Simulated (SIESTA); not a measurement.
Band structure of HfNi₃ (P6_3/mmc, 8 atoms in the cell).

```yaml
crystal:
  lattice:
    - [5.28320, 0.00000, 0.00000]
    - [-2.64160, 4.57539, 0.00000]
    - [0.00000, 0.00000, 4.30447]
  atoms:
    - { symbol: Hf, position: [0.33333, 0.66667, 0.75000] }
    - { symbol: Hf, position: [0.66667, 0.33333, 0.25000] }
    - { symbol: Ni, position: [0.15718, 0.31435, 0.25000] }
    - { symbol: Ni, position: [0.84283, 0.68565, 0.75000] }
    - { symbol: Ni, position: [0.84283, 0.15718, 0.75000] }
    - { symbol: Ni, position: [0.15718, 0.84283, 0.25000] }
    - { symbol: Ni, position: [0.68565, 0.84283, 0.25000] }
    - { symbol: Ni, position: [0.31435, 0.15718, 0.75000] }
```

Method: GGA PBEsol, numerical atomic orbitals TZP, PseudoDojo PBEsol standard norm-conserving potentials (rewritten from UPF to PSML) run with SIESTA.

Settings: XC.functional = GGA; XC.authors = PBEsol; potentials = PseudoDojo PBEsol standard; PAO.BasisSize = TZP; PAO.EnergyShift = 0.01 Ry; MeshCutoff = 400 Ry; kgrid.MonkhorstPack = 5 5 6; OccupationFunction = FD; ElectronicTemperature = 100 meV; MaxSCFIterations = 150; SCF.Mixer.Method = Pulay; SCF.Mixer.Weight = 0.1; SCF.Mixer.History = 8; SCF.DM.Tolerance = 1.0E-05.

The starting cell comes from a database of computed structures (which also holds hypothetical and non-ambient phases and stackings), without a prior relaxation at this level. Its lattice was rescaled by a random factor within 2.5 % of one. Spin-orbit coupling is off. Spin polarisation is off. Values carry the incompleteness of an atom-centred basis.

Levels in eV from the Fermi level, bands 63 to 68:
| point | 63 | 64 | 65 | 66 | 67 | 68 |
|---|---|---|---|---|---|---|
| Γ | -0.50 | -0.42 | -0.39 | 0.19 | 0.83 | 0.83 |
| M | -1.09 | -0.63 | -0.58 | -0.48 | 0.91 | 1.04 |
| K | -0.90 | -0.90 | -0.49 | -0.49 | 0.72 | 0.72 |
| A | -0.45 | -0.45 | 0.97 | 0.97 | 1.04 | 1.04 |
| L | -0.85 | -0.85 | -0.52 | -0.52 | 0.24 | 0.24 |
| H | -0.97 | -0.97 | -0.52 | -0.52 | 0.00 | 0.00 |

Bands cross the Fermi level along this path, so the cell is metallic at this level.

Higher empty bands are left out: an atom-centred basis made for the valence describes them poorly.
